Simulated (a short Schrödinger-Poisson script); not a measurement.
Structure: gated Al0.2Ga0.8As/GaAs modulation-doped gas, at 77 K.

| layer | material | thickness (nm) | Nd (cm⁻³) | Na (cm⁻³) |
|---|---|---|---|---|
| 1 | Al0.2Ga0.8As | 20 | - | - |
| 2 | Al0.2Ga0.8As | 40 | 1.2e18 | - |
| 3 | Al0.2Ga0.8As | 20 | - | - |
| 4 | GaAs | 6000 | - | 1e15 |

Constants are typed, rounded textbook-type inputs, not results; the design itself was drawn at random and stands for no fabricated device. Al0.2Ga0.8As: permittivity 12.33, conduction-band edge (eV) 0.158, gap (eV) 1.673, electron mass (mₑ) 0.0836, Nv at 300 K (cm⁻³) 9e18. GaAs: permittivity 12.9, conduction-band edge (eV) 0, gap (eV) 1.424, Nv at 300 K (cm⁻³) 9e18.

Channel valleys (confinement mass, in-plane density-of-states mass, number): Γ 0.067, 0.067, 1. At the gate the conduction-band edge of layer 1 lies 0.91 eV − eVg above the Fermi level of the channel; the field vanishes at the back. Donor level 0.05 eV below the band edge. The barrier under the gate holds no holes. Gaps are held at their typed values at every temperature. Mesh 0.08 nm at interfaces.

From a short Schrödinger-Poisson script (our own, NumPy): 1D Poisson equation in equilibrium, electrons quantum, Hartree (BenDaniel-Duke, 40 states a valley, the channel's in-plane mass for all, wave functions free to enter the barrier), parabolic valleys, classical holes, donors ionised by Fermi statistics, acceptors fully, no traps, pinning or gate leakage.

The same stack at other levels of the model or other numerical settings:

| run | sheet density of all electrons at Vg = 0.5 V (cm⁻²) | sheet density of all electrons at Vg = -1 V (cm⁻²) | capacitance at Vg = 0.5 V (μF/cm²) | centroid of the channel electrons at Vg = 0.5 V (nm) | rough cost against the base |
|---|---|---|---|---|---|
| base | 1.07e11 | 1.00e11 | 0.385 | 7.71 | about 1 |
| electrons treated as classical, Boltzmann | 1.50e11 | 1.42e11 | 0.385 | ___ | 0.03 |
| electrons treated as classical, Fermi-Dirac | 1.32e11 | 1.25e11 | 0.385 | 4.04 | 0.1 |
| electrons treated as quantum, Hartree plus LDA exchange-correlation | 1.18e11 | 1.11e11 | 0.385 | ___ | 2 |
| mesh six times as coarse | 1.07e11 | 1.00e11 | 0.385 | ___ | 0.2 |
| one subband a valley | 1.06e11 | 9.97e10 | 0.385 | 7.44 | 0.2 |

### Question
Some entries are withheld; supply them.

### Answer

- electrons treated as classical, Boltzmann, centroid of the channel electrons at Vg = 0.5 V (nm): 2.75
- mesh six times as coarse, centroid of the channel electrons at Vg = 0.5 V (nm): 7.68
- electrons treated as quantum, Hartree plus LDA exchange-correlation, centroid of the channel electrons at Vg = 0.5 V (nm): 7.42

The classical rows ignore confinement, and Boltzmann statistics overrate the density once the band edge passes the Fermi level.
